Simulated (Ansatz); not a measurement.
Base system: ZrB$_{2}$ (space group P6/mmm, No. 191; a = 3.1714 Å, c = 3.5413 Å).

Method: Kohn–Sham DFT with the PBE functional, run in Ansatz (a quantum-chemistry and plane-wave program) with PAW and 420 eV plane waves, no spin-orbit coupling.

Before the change:

- Volume per atom = 10.28 Å³

It is then changed as follows: a hydrostatic pressure of 2.1 GPa.

Problem. What does the calculation give for the volume per atom after the change?

Solution. The volume per atom falls by 0.09 Å³ (10.28 Å³ → 10.19 Å³).

Load acts through the strain it causes; cell and atoms are relaxed under it. No phonon test of stability was made. All final runs are without spin polarisation.
